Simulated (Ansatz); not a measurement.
The starting structures come from a database of crystals and need not be the phases stable at ambient conditions.

```yaml
crystal:
  lattice:
    - [6.02809, 0.00000, 0.00000]
    - [0.00000, 11.35362, 0.00000]
    - [0.00000, 0.00000, 6.54114]
  atoms:
    - { symbol: K, position: [0.60103, 0.91530, 0.38223] }
    - { symbol: K, position: [0.89897, 0.41530, 0.61777] }
    - { symbol: K, position: [0.10103, 0.08470, 0.11777] }
    - { symbol: K, position: [0.39897, 0.58470, 0.88223] }
    - { symbol: K, position: [0.33346, 0.21795, 0.64687] }
    - { symbol: K, position: [0.16654, 0.71795, 0.35313] }
    - { symbol: K, position: [0.83346, 0.78205, 0.85313] }
    - { symbol: K, position: [0.66654, 0.28205, 0.14687] }
    - { symbol: P, position: [0.83303, 0.10104, 0.68736] }
    - { symbol: P, position: [0.66697, 0.60104, 0.31264] }
    - { symbol: P, position: [0.33303, 0.89896, 0.81264] }
    - { symbol: P, position: [0.16697, 0.39896, 0.18736] }
    - { symbol: P, position: [0.09373, 0.97095, 0.58225] }
    - { symbol: P, position: [0.40627, 0.47095, 0.41775] }
    - { symbol: P, position: [0.59373, 0.02905, 0.91775] }
    - { symbol: P, position: [0.90627, 0.52905, 0.08225] }
```

Space group of this cell: P2_12_12_1. The cell is taken as given.

Transport runs along the normal of the first two printed cell vectors.

The gap is the functional's own, uncorrected, and κ follows it; spin-orbit coupling is left out. Mid-gap values are interpolated between the computed energies.

Problem. Compute, with r2SCAN in Ansatz (a program for electronic structure), the band gap and the smallest decay constant κ at mid-gap.

Solution. Gap 1.36 eV on a 6×4×6 mesh; κ = 0.300 1/Å, at (0.000, 0.250) of the in-plane reciprocal vectors. At the zone centre, at the nearest computed energy, the slowest state has κ = 0.30 1/Å.
